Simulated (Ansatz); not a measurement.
Results of LDA (Ansatz, an electronic-structure program, PAW) for NaCaF3 (model structure, started from the cubic perovskite type, Pm-3m, No. 221, 5 atoms in the cell).

Settings: plane-wave cutoff 520 eV, 8×8×8 k mesh, Fermi–Dirac smearing 0.01 eV, scalar-relativistic PAW data made under PBE.

Cell (relaxed with PBEsol):

```yaml
crystal:
  lattice:
    - [4.37183, 0.00000, 0.00000]
    - [0.00000, 4.37183, 0.00000]
    - [0.00000, 0.00000, 4.37183]
  atoms:
    - { symbol: Na, position: [0.00000, 0.00000, 0.00000] }
    - { symbol: Ca, position: [0.50000, 0.50000, 0.50000] }
    - { symbol: F, position: [0.00000, 0.50000, 0.50000] }
    - { symbol: F, position: [0.50000, 0.50000, 0.00000] }
    - { symbol: F, position: [0.50000, 0.00000, 0.50000] }
```

Q: Give the computed band gap and smallest direct gap on the k points sampled.

A: 
- band gap: 4.89 eV (indirect)
- smallest direct gap on the k points sampled: 5.05 eV

Note: the relaxation could raise the start's symmetry but not lower it, so the cell can be a saddle point; cell and atoms aren't relaxed at this level (pressure -2.8 GPa).

Static lattice: no zero-point or thermal effects.

A model structure was made by putting elements into a prototype or built by hand; it is no filed structure, need not be a known phase, and can be a saddle point held by its symmetry.
